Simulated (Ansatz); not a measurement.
**Pt: pressure series**

Base system: Pt in the fcc (Cu type) structure (space group Fm-3m, No. 225; a = 3.9703 Å).

Cell and atoms are relaxed at each pressure.

The values are results of PBE/PAW in Ansatz (a quantum-chemistry and plane-wave program), without spin-orbit coupling, not measurements.

Two rows of this table had their results exchanged by mistake.

```tsv
pressure	volume per atom (Å³)	shortest distance (Å)	band gap
pressure −2 GPa	15.78	2.815	zero
pressure −1 GPa	15.71	2.811	zero
pressure 0.9 GPa	15.59	2.804	zero
pressure 2.1 GPa	15.52	2.800	zero
pressure 4.5 GPa	15.38	2.791	zero
pressure 9 GPa	15.14	2.777	zero
pressure 15 GPa	14.24	2.721	zero
pressure 22.5 GPa	14.53	2.739	zero
pressure 30 GPa	14.85	2.759	zero
```

Which two?

The rows for pressure 15 GPa and pressure 30 GPa: the volume has to fall steadily with pressure, so 14.85 Å³ belongs to pressure 15 GPa and 14.24 Å³ to pressure 30 GPa.

Load acts through the strain it causes; cell and atoms are relaxed under it. No phonon test of stability was made. Competing high-pressure phases were not computed. The final runs are not spin-polarised.
